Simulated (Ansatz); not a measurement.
Worked example: self-consistent single point of Zr2Zn3Ga3 (Pmmm, 8 atoms in the cell) in Ansatz (a quantum-chemistry and plane-wave program).

Computed with PBEsol, PAW files made with PBE (plane waves; Ansatz).

The change in words: lattice scaled by 0.985. Reference geometry:
```
CELL_PARAMETERS angstrom
      3.91606     0.00000     0.00000
      0.00000     3.95362     0.00000
      0.00000     0.00000     8.00625
ATOMIC_POSITIONS crystal
  Zr 0.00000 0.00000 0.75427
  Zr 0.00000 0.00000 0.24573
  Zn 0.50000 0.00000 0.50000
  Zn 0.00000 0.50000 0.00000
  Zn 0.00000 0.50000 0.50000
  Ga 0.50000 0.50000 0.74132
  Ga 0.50000 0.50000 0.25868
  Ga 0.50000 0.00000 0.00000
```

Reference input (self-consistent single point, DFT, PBEsol, plane waves, PAW files made with PBE): basis.ecutwfc = 420 eV; kpoints.mp_grid.grid = 6 6 3; hamiltonian.xc = pbesol; hamiltonian.pseudopotentials = {kind: paw} (the program's default PAW files); scf.occupations.method = gaussian; scf.occupations.width = 0.2 eV. This run's input differs from it in these lines:

Ansatz 0.2 input:
```diff
@@ -2,14 +2,14 @@
   lattice:
-    - [3.916061, 0.000000, 0.000000]
-    - [0.000000, 3.953620, 0.000000]
-    - [0.000000, 0.000000, 8.006250]
+    - [3.857320, 0.000000, 0.000000]
+    - [0.000000, 3.894316, 0.000000]
+    - [0.000000, 0.000000, 7.886156]
   atoms:
-    - { symbol: Zr, position_ang: [0.000000, 0.000000, 6.038874] }
-    - { symbol: Zr, position_ang: [0.000000, 0.000000, 1.967376] }
-    - { symbol: Zn, position_ang: [1.958031, 0.000000, 4.003125] }
-    - { symbol: Zn, position_ang: [0.000000, 1.976810, 0.000000] }
-    - { symbol: Zn, position_ang: [0.000000, 1.976810, 4.003125] }
-    - { symbol: Ga, position_ang: [1.958031, 1.976810, 5.935193] }
-    - { symbol: Ga, position_ang: [1.958031, 1.976810, 2.071057] }
-    - { symbol: Ga, position_ang: [1.958031, 0.000000, 0.000000] }
+    - { symbol: Zr, position_ang: [0.000000, 0.000000, 5.948291] }
+    - { symbol: Zr, position_ang: [0.000000, 0.000000, 1.937865] }
+    - { symbol: Zn, position_ang: [1.928660, 0.000000, 3.943078] }
+    - { symbol: Zn, position_ang: [0.000000, 1.947158, 0.000000] }
+    - { symbol: Zn, position_ang: [0.000000, 1.947158, 3.943078] }
+    - { symbol: Ga, position_ang: [1.928660, 1.947158, 5.846165] }
+    - { symbol: Ga, position_ang: [1.928660, 1.947158, 2.039991] }
+    - { symbol: Ga, position_ang: [1.928660, 0.000000, 0.000000] }
 basis:
```

Output (repeated stretches shortened):

```
SCF iter   1: F=—  HF=-29337.186970 eV  |F-HF|=—  |Δ(HF+E_count)|=         —  Δρ=9.87e-2  dr2=1.55e1  ethr=3.10e-3  ⟨swp⟩=6.4  Hψ=7745  notcnv=0
all-band conjugate gradients solve this SCF's bands
preconditioner: auto → Kerker (q_TF=auto, 2.648 Å⁻¹)
SCF iter   2: F=—  HF=-29334.471900 eV  |F-HF|=—  |Δ(HF+E_count)|=    2.72e0  Δρ=3.73e-2  dr2=3.62e0  ethr=3.10e-3  ⟨swp⟩=2.2  Hψ=3793  notcnv=0  defer=95
   [... lines left out ...]
SCF iter   8: F=—  HF=-29333.442249 eV  |F-HF|=—  |Δ(HF+E_count)|=   3.16e-5  Δρ=1.88e-4  dr2=3.66e-5  ethr=4.31e-7  ⟨swp⟩=2.4  Hψ=2821  notcnv=0  defer=86
SCF iter   9: F=—  HF=-29333.442238 eV  |F-HF|=—  |Δ(HF+E_count)|=   1.14e-5  Δρ=3.76e-5  dr2=1.38e-6  ethr=3.69e-8  ⟨swp⟩=2.0  Hψ=2628  notcnv=0  defer=86
SCF iter  10: F=—  HF=-29333.442237 eV  |F-HF|=—  |Δ(HF+E_count)|=   4.46e-7  Δρ=1.91e-5  dr2=2.51e-7  ethr=1.39e-9  ⟨swp⟩=2.0  Hψ=3156  notcnv=0  defer=86
SCF iter  11: F=-29333.442237 eV  HF=-29333.442237 eV  |F-HF|=1.13e-8  |Δ(HF+E_count)|=   2.14e-7  Δρ=4.93e-6  dr2=1.88e-8  ethr=1.01e-10  ⟨swp⟩=11.7  Hψ=8790  notcnv=0
SCF 1 converged in 11 iterations: F = -29333.442237 eV  dr2 = 1.88e-8
Free energy (F): -29333.442237 eV
Internal energy: -29333.384165 eV  (E = F + TS)
E sigma→0 (E₀):  -29333.413201 eV
Entropy (-TS):   -0.058072 eV (-7.259 meV/atom)
Fermi energy:    14.562936 eV
--- Forces (eV/Å), atoms counted from 1 ---
  atom   1  Zr     0.00000000     0.00000000    -0.14534063
  atom   2  Zr     0.00000000     0.00000000     0.14534063
  atom   3  Zn     0.00000000     0.00000000     0.00000000
  atom   4  Zn     0.00000000     0.00000000     0.00000000
  atom   5  Zn    -0.00000000     0.00000000     0.00000000
  atom   6  Ga     0.00000000     0.00000000    -0.00840047
  atom   7  Ga     0.00000000     0.00000000     0.00840047
  atom   8  Ga    -0.00000000     0.00000000     0.00000000
--- Stress (GPa, compression-positive) ---
       12.099843       0.000000       0.000000
        0.000000      11.295533       0.000000
        0.000000       0.000000      11.376462
  P = ⅓ Tr σ = 11.5906 GPa (115.906 kbar)
  The stress holds the Pulay correction. Without it, at fixed plane waves, as pw.x and ABINIT print it: P = 11.5317 GPa
```

The run converged in 11 iterations. Against the reference run the free energy rises by 34.5 meV/atom, the pressure goes from 4.79 to 11.59 GPa and the largest force goes from 0.096 to 0.145 eV/Å.

The starting cell comes from a database of computed structures (which also holds hypothetical and non-ambient phases and stackings), without a prior relaxation at this level. Its lattice was rescaled by a random factor within 2.5 % of one. For this run, on top of that: lattice scaled by 0.985. Ansatz's pressure includes its estimate of the finite-basis (Pulay) stress.
